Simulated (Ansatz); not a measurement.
Base system: ZrO2 in the fluorite structure (space group Fm-3m, No. 225; a = 5.0891 Å).

All numbers come from Ansatz (a quantum-chemistry and plane-wave program), r2SCAN, PAW, cutoff 500 eV, scalar-relativistic without spin-orbit coupling, earlier PAW set.

For the base:

* **Electron mass**: 0.53, 2.1 mₑ (at Γ)
* **Volume per atom**: 10.98 Å³
* **Valley order**: Γ 3.89 eV; a point along ⟨110⟩, about 0.8 Å⁻¹ from Γ 4.29 eV; X along ⟨100⟩ 4.29 eV; L along ⟨111⟩ 4.49 eV

It is then changed as follows: cell and atoms relaxed at a pressure of 22.5 GPa.

What happens to the electron mass, volume per atom and valley order?

The electron mass (degenerate bands, along [100]) becomes 0.48, 1.9 mₑ (at Γ) (base: 0.53, 2.1 mₑ (at Γ)); the volume per atom drops by 0.79 Å³, from 10.98 Å³ to 10.19 Å³; the valley order (the lowest conduction-band minima on the path, energy above the VBM, named in the base's zone) goes from Γ 3.89 eV; a point along ⟨110⟩, about 0.8 Å⁻¹ from Γ 4.29 eV; X along ⟨100⟩ 4.29 eV; L along ⟨111⟩ 4.49 eV to Γ 4.11 eV; a point along ⟨110⟩, about 0.9 Å⁻¹ from Γ 4.56 eV; X along ⟨100⟩ 4.58 eV; L along ⟨111⟩ 4.81 eV.

The levels and masses belong to the bands next to the band gap. Load acts through the strain it causes; cell and atoms are relaxed under it. Effective masses come from finite differences of ±0.01 Å⁻¹. Whether these cells are dynamically stable was not tested. Competing high-pressure phases were not computed. This is not the structure that ZrO2 has at room temperature and ambient pressure.
